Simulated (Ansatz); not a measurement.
We consider fluorite HfO2 (high-temperature phase), described by LDA (Ansatz, a quantum-chemistry and plane-wave program, plane waves, PAW).

Settings: plane-wave cutoff 520 eV, 8×8×8 k mesh, perturbation theory, scalar-relativistic PAW data made under PBE.

Computed at the level's own relaxed cell.

```cif
data_HfO2
_chemical_formula_sum 'Hf1 O2'
_space_group_name_H-M_alt 'P 1'
_space_group_IT_number 1
_cell_length_a 3.53614
_cell_length_b 3.53614
_cell_length_c 3.53614
_cell_angle_alpha 60.000
_cell_angle_beta 60.000
_cell_angle_gamma 60.000
loop_
_space_group_symop_operation_xyz
  'x, y, z'
loop_
_atom_site_label
_atom_site_type_symbol
_atom_site_fract_x
_atom_site_fract_y
_atom_site_fract_z
_atom_site_occupancy
Hf1 Hf 0.00000 0.00000 0.00000 1
O1 O 0.25000 0.25000 0.25000 1
O2 O 0.75000 0.75000 0.75000 1
```

Harmonic phonon frequencies (cm⁻¹; i marks an imaginary mode; at Γ without the LO shift):

| q point | frequencies |
|---|---|
| Γ | 0 0 0 250 250 250 598 598 598 |
| X | 216i 103 103 260 325 325 575 575 708 |
| U | 75i 100 157 222 342 386 549 588 686 |
| L | 93 93 201 416 416 512 532 532 604 |
| W | 58 107 192 192 257 479 479 617 681 |

Imaginary modes appear, so the structure is dynamically unstable at this level.

Note: symmetry holds this phase in the static calculation, where it need not be a minimum; the run finds an imaginary mode (216i cm⁻¹), so the cell is a saddle point at this level.
